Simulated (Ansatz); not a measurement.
## (12,0) carbon nanotube

Levels: PBE (plane waves to 420 eV, PAW; Ansatz, a program for electronic structure); r2SCAN (plane waves to 500 eV, PAW; Ansatz). Unmarked values and the geometry are of the first. Mesh 1×1×18. No spin polarisation. It repeats along c; a and b span vacuum. An idealised model, rolled from the flat sheet. Symmetry and one short period hold its shape; lower forms weren't sought. Buckling under compression is shut out by symmetry and the short period.

```
Item                                                                     Result
---------------------------------------------------------  --------------------
period along the axis (48 atoms)                                        4.272 Å
mean diameter                                                            9.48 Å
energy over the flat sheet                                         +89 meV/atom
PBE gap                                                    0.04 eV, direct at Γ
valence and conduction edges under the vacuum level (PBE)      4.32 and 4.28 eV
r2SCAN gap at this geometry                                             0.04 eV
axial stiffness dF/dε                                                    975 nN
```

```xyz
48
Lattice="20.5000 0.0000 0.0000 0.0000 20.5000 0.0000 0.0000 0.0000 4.2716" Properties=species:S:1:pos:R:3 pbc="T T T"
C     14.9877    10.2500     2.8467
C     14.8263    11.4762     3.5607
C     14.9877    10.2500     1.4249
C     14.3530    12.6188     2.8467
C     13.6001    13.6001     3.5607
C     14.8263    11.4762     0.7109
C     14.3530    12.6188     1.4249
C     12.6188    14.3530     2.8467
C     11.4762    14.8263     3.5607
C     13.6001    13.6001     0.7109
C     12.6188    14.3530     1.4249
C     10.2500    14.9877     2.8467
C      9.0238    14.8263     3.5607
C     11.4762    14.8263     0.7109
C     10.2500    14.9877     1.4249
C      7.8812    14.3530     2.8467
C      6.8999    13.6001     3.5607
C      9.0238    14.8263     0.7109
C      7.8812    14.3530     1.4249
C      6.1470    12.6188     2.8467
C      5.6737    11.4762     3.5607
C      6.8999    13.6001     0.7109
C      6.1470    12.6188     1.4249
C      5.5123    10.2500     2.8467
C      5.6737     9.0238     3.5607
C      5.6737    11.4762     0.7109
C      5.5123    10.2500     1.4249
C      6.1470     7.8812     2.8467
C      6.8999     6.8999     3.5607
C      5.6737     9.0238     0.7109
C      6.1470     7.8812     1.4249
C      7.8812     6.1470     2.8467
C      9.0238     5.6737     3.5607
C      6.8999     6.8999     0.7109
C      7.8812     6.1470     1.4249
C     10.2500     5.5123     2.8467
C     11.4762     5.6737     3.5607
C      9.0238     5.6737     0.7109
C     10.2500     5.5123     1.4249
C     12.6188     6.1470     2.8467
C     13.6001     6.8999     3.5607
C     11.4762     5.6737     0.7109
C     12.6188     6.1470     1.4249
C     14.3530     7.8812     2.8467
C     14.8263     9.0238     3.5607
C     13.6001     6.8999     0.7109
C     14.3530     7.8812     1.4249
C     14.8263     9.0238     0.7109
```
